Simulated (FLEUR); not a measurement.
Worked example: self-consistent single point of YPt2 (Fd-3m, 6 atoms in the cell) in FLEUR.

Method: PBEsol, all-electron FLAPW (FLEUR), scalar-relativistic valence in FLEUR.

The change in words: lattice scaled by 0.98. Reference geometry:
```yaml
crystal:
  lattice:
    - [0.00000, 3.82539, 3.82539]
    - [3.82539, 0.00000, 3.82539]
    - [3.82539, 3.82539, 0.00000]
  atoms:
    - { symbol: Y, position: [0.50000, 0.50000, 0.50000] }
    - { symbol: Y, position: [0.75000, 0.75000, 0.75000] }
    - { symbol: Pt, position: [0.62500, 0.12500, 0.12500] }
    - { symbol: Pt, position: [0.12500, 0.12500, 0.62500] }
    - { symbol: Pt, position: [0.12500, 0.62500, 0.12500] }
    - { symbol: Pt, position: [0.12500, 0.12500, 0.12500] }
```

Reference input (self-consistent single point, DFT, PBEsol, all-electron FLAPW (FLEUR), scalar-relativistic valence): Kmax = 4.3 1/bohr; GmaxXC = 15 1/bohr; xcFunctional = PBEs; jspins = 1; l_soc = F; mode = gauss; fermiSmearingEnergy = 0.00367493 Htr; mesh (inpgen div1-3) = 6 6 6; inpgen gamma flag = true; Gmax = 15 1/bohr; numbands = 0; maxIterBroyd = 15. This run's input differs from it in these lines:

```diff
@@ -3,5 +3,5 @@
 &input film=f /
--0.0000000000 7.2289488685 7.2289488685
-7.2289488685 -0.0000000000 7.2289488685
-7.2289488685 7.2289488685 -0.0000000000
+-0.0000000000 7.0843697022 7.0843697022
+7.0843697022 -0.0000000000 7.0843697022
+7.0843697022 7.0843697022 -0.0000000000
 1.0
@@ -48,5 +48,5 @@
          <bravaisMatrix>
-            <row-1>    0.0000000000000000     7.2289488684999998     7.2289488684999998</row-1>
-            <row-2>    7.2289488684999998     0.0000000000000000     7.2289488684999998</row-2>
-            <row-3>    7.2289488684999998     7.2289488684999998     0.0000000000000000</row-3>
+            <row-1>    0.0000000000000000     7.0843697022000001     7.0843697022000001</row-1>
+            <row-2>    7.0843697022000001     0.0000000000000000     7.0843697022000001</row-2>
+            <row-3>    7.0843697022000001     7.0843697022000001     0.0000000000000000</row-3>
          </bravaisMatrix>
```

Output (repeated stretches shortened):

```
 Iteration:     1   Distance:      18.63502175 me/bohr^3
 Iteration:     2   Distance:      15.37308365 me/bohr^3
 Iteration:     3   Distance:       7.31582326 me/bohr^3
 Iteration:     4   Distance:       5.35188145 me/bohr^3
 Iteration:     5   Distance:       3.66694998 me/bohr^3
   [... 10 lines left out ...]
 Iteration:    16   Distance:       0.00011360 me/bohr^3
 Iteration:    17   Distance:       0.00006710 me/bohr^3
 Iteration:    18   Distance:       0.00002114 me/bohr^3
 Iteration:    19   Distance:       0.00000701 me/bohr^3
 Run finished successfully
 Stop message:
   Structural relaxation: Done

[file out, last iteration]
             iter=     20
[...]
          total density-effective poten   -1.4063701221E+05
          total charge density-energy d   -1.6242501834E+03
 Updated energy parameters for spin:           1
[...]
 fermi energy and band-weighting factors:
   [... 6 lines left out ...]

[...]
FERMIE:
          first approx. to ef    (T=0)  :   0.530865 htr   (energy of the highest occ. eigenvalue)
          number of occ. states  (T=0)  :        688
          first approx. to seigv (T=0)  : -23.361058 htr
          sum of weights of occ. states :  43.023148
          sum of semicore charge        :   0.000000 e
          fermi energy=   0.53270 har   work function= -14.49557 ev
          number of valence electrons=  86.00000
   [... lines left out ...]
          total moment                 =     0.00000
 Direct bandgap for spin            1 :    1.8015376800950555E-002  Htr
 ---->    free energy=                    -80534.0743038505 htr
   [... lines left out ...]
      extrapolation for T->0
 ---->    total electron energy=          -80534.0743038505 htr
 ***** TOTAL FORCES ON ATOMS *****
 TOTAL FORCE FOR ATOM TYPE=  1  X=  5.313   Y=  5.313   Z=  5.313
                       FX_TOT= 0.000000 FY_TOT= 0.000000 FZ_TOT= 0.000000
 TOTAL FORCE FOR ATOM TYPE=  2  X=  0.000   Y=  3.542   Z=  3.542
                       FX_TOT= 0.000000 FY_TOT= 0.000000 FZ_TOT= 0.000000
 Structural relaxation: Done
```

The run converged in 19 iterations. FLEUR gives forces in its relaxation mode, with a further iteration, so its stop message speaks of a relaxation. Against the reference run the total energy rises by 13.8 meV/atom.

The starting cell comes from a database of computed structures (which also holds hypothetical and non-ambient phases and stackings), without a prior relaxation at this level. For this run, on top of that: lattice scaled by 0.98. Spin-orbit coupling is off. Spin polarisation is off. Values depend on the basis (sphere radii, cutoffs, local orbitals), which need not be converged. The log's line on a gap gives a spacing of levels on this mesh, which the program prints for metals too.

Cost on one core of a shared machine: roughly 3 min.
